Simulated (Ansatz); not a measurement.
## Hypothetical P4_2/mnm WTe2: response to strain

The parent structure is WTe2 (space group P4_2/mnm, No. 136; a = 6.5963 Å, c = 3.5772 Å; a hypothetical phase, not in the database extracts checked). Axes: x, y, z lie along a, b, c of the conventional cell.

Strains are applied to the cell and any free atomic positions relax; under biaxial strain the out-of-plane vector relaxes too.

Level of theory: plane-wave PAW DFT at the PBEsol level (Ansatz, a program for electronic structure, 420 eV), spin-orbit coupling left out.

Notes on the quantities. pressure: mean of the normal stresses, compression positive.

| variant | pressure | shortest interatomic distance | space group |
|---|---|---|---|
| base | 0.0 GPa | 265.8 pm | P4_2/mnm (No. 136) |
| biaxial strain +1.54 %, plane normal [001], relaxed out of plane | -1.5 GPa | 268.2 pm | P4_2/mnm (No. 136) |
| isotropic strain +3.43 % | -7.7 GPa | 274.8 pm | P4_2/mnm (No. 136) |
| tensor shear ε_yz = +0.24 % | -6.4 GPa | 271.9 pm | P2_1/c (No. 14) |

Without a gap, meshes like the base's 7×7×13 leave anisotropic stresses uncertain by several tenths of a GPa, and small strain energies with them. Stability against distortions was not tested. All final runs are without spin polarisation. Under tensor shear ε_yz = +0.24 % the cell ends below the base's energy or with stress of the wrong sign: the atoms slid into a distortion or the cell is elastically unstable, so the base is not a stable minimum at this level. WTe2 has a high density of states at the Fermi level and may be magnetic at this level.
